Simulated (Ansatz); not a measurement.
# 1T (CdI2-type) CaI₂

Method: r²SCAN (plane waves, PAW; Ansatz, a quantum-chemistry and plane-wave program).

Cell: relaxed at this level.

```
Quantity                        Value
-------------------------  ----------
interlayer binding energy  2.4 meV/Å²
layer repeat distance         7.249 Å
gap between the layers        3.725 Å
```

Note: the cell comes from a level without a dispersion term, which matters for the spacing of layers, chains or molecules; the volume lies 6 % above that of the published cell; the cell has widely spaced layers and the level no dispersion term, so their spacing and the moduli can rest on weak binding.

Spin–orbit coupling is not included; with these elements it can move the gap by several tenths of an eV or more.

The computed numbers hold no vibrational or temperature effects.

The result took around 6 core-minutes (rough).
